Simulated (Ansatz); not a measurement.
ScAl3, point defects

The reference is a 28-atom supercell of ScAl3 in the Cu3Au type structure (space group Pm-3m, No. 221; a = 4.0716 Å) at its relaxed geometry.

One neutral defect a cell, atoms relaxed at fixed cell.

Computed with DFT with PBEsol, PAW potentials and a 420 eV plane-wave cutoff in Ansatz (an electronic-structure program), no spin-orbit coupling.

| case | pressure | largest displacement of a host atom from its site in the perfect cell |
|---|---|---|
| perfect supercell | 0.0 GPa | – |
| In on a Al site, symmetric start | 1.3 GPa | 0.05 Å |
| Li interstitial (started 2.04 Å from the nearest host atom), symmetric start | 3.5 GPa | 0.20 Å |
| Na on a Al site | ? | ? |

Question: Some entries are withheld; estimate them.

Answer: 
- Na on a Al site, pressure: 1.8 GPa
- Na on a Al site, largest displacement of a host atom from its site in the perfect cell: 0.07 Å

The cell is small, so the values are those of an ordered compound at a high defect concentration; dilute-limit values will differ. Defects with a symmetric start kept the site's symmetry and may sit on a saddle; the others started slightly shaken. All final runs are without spin polarisation.
